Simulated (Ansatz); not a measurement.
Results of r²SCAN (Ansatz, a program for electronic structure, PAW) for Nb3Ir (Pm-3n, No. 223, 8 atoms in the cell; start mp-1458).

Settings: plane-wave cutoff 560 eV, 12×12×12 k mesh, Fermi–Dirac smearing 0.05 eV, no spin polarisation, scalar-relativistic PAW data made under PBE.

Cell (relaxed at this level):

```cif
data_Ir2Nb6
_chemical_formula_sum 'Nb6 Ir2'
_space_group_name_H-M_alt 'Pm-3n'
_space_group_IT_number 223
_space_group_name_Hall '-P 4n 2 3'
_cell_length_a 5.14936
_cell_length_b 5.14936
_cell_length_c 5.14936
_cell_angle_alpha 90.000
_cell_angle_beta 90.000
_cell_angle_gamma 90.000
loop_
_atom_site_label
_atom_site_type_symbol
_atom_site_symmetry_multiplicity
_atom_site_Wyckoff_symbol
_atom_site_fract_x
_atom_site_fract_y
_atom_site_fract_z
_atom_site_occupancy
Nb1 Nb 6 c 0.00000 0.50000 0.25000 1
Ir1 Ir 2 a 0.00000 0.00000 0.00000 1
```

Task: Give the computed bulk modulus B0.

Result: 
- bulk modulus B0: 233 GPa

Note: the run has no spin polarisation, so it can have missed a magnetic state; the bulk modulus is −V dP/dV from two relaxed cells at ±2 % in volume; the relaxation could not lower the start's symmetry, so the cell can be a saddle point above a distorted one.

Spin–orbit coupling is not included.

Computed values are for the static lattice.

It cost very roughly 9 core-minutes of CPU time.

A start named mp-… is a Materials Project structure, which need not be a measured phase.
